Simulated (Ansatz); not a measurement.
```yaml
crystal:
  lattice:
    - [4.19446, 0.00000, 0.00000]
    - [0.00000, 4.19446, 0.00000]
    - [0.00000, 0.00000, 2.67824]
  atoms:
    - { symbol: Si, position: [0.00000, 0.00000, 0.00000] }
    - { symbol: Si, position: [0.50000, 0.50000, 0.50000] }
    - { symbol: O, position: [0.30605, 0.30605, 0.00000] }
    - { symbol: O, position: [0.80605, 0.19395, 0.50000] }
    - { symbol: O, position: [0.19395, 0.80605, 0.50000] }
    - { symbol: O, position: [0.69395, 0.69395, 0.00000] }
```

No spin polarisation.

Level of theory: DFT with PBEsol, PAW potentials and a 420 eV plane-wave cutoff in Ansatz (a program for electronic structure), spin-orbit coupling left out, earlier PAW set. Γ-centred 8×8×12 mesh, Fermi–Dirac width 0.05 eV.

Task: Predict the gap character and valence-band top at Γ.

Result: The gap character is direct at Γ. The valence-band top at Γ (three highest levels, from the VBM) is 0.00, -0.88, -0.88 eV.

No phonon test of stability was made. The cell was made from TiO2 by this change: Ti → Si.
